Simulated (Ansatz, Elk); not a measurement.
An Elk input for a self-consistent single point of CaS (Fm-3m, 2 atoms in the cell) (DFT, PBE, all-electron FP-LAPW, Elk's shipped species files, APW+lo basis with extra local orbitals):

```
tasks
  0

xctype
  20

rgkmax
  8.0

gmaxvr
  14.0

nxlo
  2

lorbcnd
  .true.

lmaxi
  3

stype
  3

swidth
  0.000734986

scale
  7.603195115

avec
    0.0000000000    0.7071067812    0.7071067812
    0.7071067812    0.0000000000    0.7071067812
    0.7071067812    0.7071067812    0.0000000000

atoms
  2   : nspecies
  'Ca.in'   : spfname
  1   : natoms; atposl, bfcmt below
  0.0000000000  0.0000000000  0.0000000000    0.0 0.0 0.0
  'S.in'   : spfname
  1   : natoms; atposl, bfcmt below
  0.5000000000  0.5000000000  0.5000000000    0.0 0.0 0.0

ngridk
  10 10 10
```

Question: Translate this input to Ansatz (an electronic-structure program).

Answer: One input that does it (others would too):

Ansatz 0.2 input:
```yaml
crystal:
  lattice:
    - [0.00000000, 2.84500000, 2.84500000]
    - [2.84500000, 0.00000000, 2.84500000]
    - [2.84500000, 2.84500000, 0.00000000]
  atoms:
    - { symbol: Ca, position: [0.00000000, 0.00000000, 0.00000000] }
    - { symbol: S, position: [0.50000000, 0.50000000, 0.50000000] }
kpoints:
  mp_grid: { grid: [10, 10, 10] }
hamiltonian:
  xc: pbe
  pseudopotentials: { kind: paw }
scf:
  occupations: { method: fermi_dirac, width: 0.0015 Ry }
output:
  forces: true
  eigenvalues: true
  stress: true
```

Basis settings and potentials, where a program has them, do not carry over. This input uses DFT, PBE, plane waves, default PAW files. The width in Ry is rounded to four decimals. Both were run: gap on the mesh 2.307 eV in Elk and 2.356 in Ansatz.

On Ansatz: the starting cell has typed, rounded lattice constants, without a prior relaxation at this level.

On Elk: the starting cell has typed, rounded lattice constants, without a prior relaxation at this level. Values depend on the basis (sphere radii, cutoffs, local orbitals), which need not be converged.
